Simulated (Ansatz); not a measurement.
Start from Cu3N (space group Pm-3m, No. 221; a = 3.827 Å). Axes: x, y, z lie along the cube axes.

Method: plane-wave PAW DFT at the PBE level (Ansatz, a quantum-chemistry and plane-wave program, 420 eV), spin-orbit coupling left out.

A first run, uniaxial strain ε_xx = +2.20 %, gives secant values C11 ≈ 210 GPa and C12 ≈ 51 GPa from its stress. A second run applies uniaxial stress, 3 GPa tension along z.

Question: What does linear elasticity predict for Young's modulus in the second run, and what does the run give?

Answer: Linear elasticity: (C11 − C12)(C11 + 2 C12)/(C11 + C12) = 190 GPa. The run gives 200 GPa; any difference comes from nonlinear terms at these strains and numerical noise.

Beyond what the load breaks, stability against distortions was not tested. All final runs are without spin polarisation.
